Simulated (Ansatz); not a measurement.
The reference is Ba3As2 (space group P-3m1, No. 164; a = 5.590 Å, c = 7.111 Å; a hypothetical phase, not in the database extracts checked). Axes: x lies along a and z along c of the hexagonal cell.

(Cell as relaxed with PBE.)

Levels (all Ansatz, a program for electronic structure, PAW): PBE (420 eV, spin-orbit coupling left out); r2SCAN (500 eV, no spin-orbit coupling).

Each level relaxes its own structure.

| base | PBE | r2SCAN |
|---|---|---|
| volume per atom | 38.49 Å³ | 38.20 Å³ |
| lattice parameter a | 5.590 Å | 5.583 Å |
| band gap | 0.40 eV | 0.59 eV |

Perturbation: uniaxial stress, 5 GPa compression along z; all other stress components relax to zero.

```csv
quantity,PBE,r2SCAN
energy relative to the base (free energy F),+44 meV/atom,(withheld)
volume per atom,36.54 Å³,(withheld)
```

Task: Predict the r2SCAN column.

Result: 
- energy relative to the base (free energy F), r2SCAN: +41 meV/atom
- volume per atom, r2SCAN: 36.42 Å³

PBE's energy relative to the base lies 3.4 meV/atom above r2SCAN's; PBE's volume per atom lies 0.12 Å³ above r2SCAN's (0.3 %). Neither level is exact; r2SCAN is the comparison here, not a measurement.

A case with no gap was solved on a k-mesh chosen for an insulator, which is coarse for it. Load acts through the strain it causes; cell and atoms are relaxed under it. Beyond what the load breaks, stability against distortions was not tested. All final runs are without spin polarisation. A zero or small gap of Ba3As2 under uniaxial stress, 5 GPa compression along z can be the functional's error rather than a property of the material.
